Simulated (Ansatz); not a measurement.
Bond-angle distributions (per cent of the angles at each element, bins of 10°) of a relaxed model of amorphous Hf₂₀Si₂₀O₆₂N₁₂ at 5.85 g/cm³. Method: PBE, scalar-relativistic without spin-orbit coupling (plane waves to 420 eV, PAW; Ansatz, a program for electronic structure).

The cell was made by melting and quenching with the CHGNet potential and then relaxed with DFT. O and N atoms were pushed apart under 1.9 Å during the dynamics, to hinder bonds among them. The hot cell started wider than the set density and was brought back towards it in steps. It is the lowest in DFT energy of 4 quenches. It is a model cell: composition and starting density were chosen by hand, and all elements were melted together. No dispersion term was used. Its density started from a set value of 5.95 and ended at 5.85 g/cm³. The quench (nominally 600 K/ps over its main leg) was far faster than any real one, so the model tends to hold more defects than a real film. A cell of this size samples the disorder only roughly. Volume and shape were free in the relaxation.

Neighbours within Hf-Hf 3.34 Å, Hf-Si 2.89 Å, Hf-O 2.84 Å, Hf-N 2.66 Å, Si-Si 2.60 Å, Si-O 2.00 Å, Si-N 2.02 Å, O-O 1.58 Å, O-N 1.64 Å, N-N 1.70 Å count as bonded. Two cations that share two anions don't count as bonded, nor two that share one unless they lie closer than Hf-Hf 3.25 Å, Hf-Si 2.81 Å, Si-Si 2.38 Å.

| angle (°) | at Hf | at Si | at O |
|---|---|---|---|
| 50-60 | 0 | 0 | 0 |
| 60-70 | 6 | 0 | 0 |
| 70-80 | 17 | 0 | 0 |
| 80-90 | 21 | 4 | 4 |
| 90-100 | 14 | 13 | 18 |
| 100-110 | 7 | 36 | 14 |
| 110-120 | 8 | 36 | 11 |
| 120-130 | 6 | 9 | 18 |
| 130-140 | 4 | 1 | 13 |
| 140-150 | 7 | 0 | 13 |
| 150-160 | 4 | 0 | 6 |
| 160-170 | 3 | 1 | 3 |
| 170-180 | 2 | 0 | 1 |

They go with these counts of neighbours within the cut-offs, cation contacts included: Hf mean 6.0, most often 6; Si mean 4.0, most often 4; O mean 2.6, most often 3.
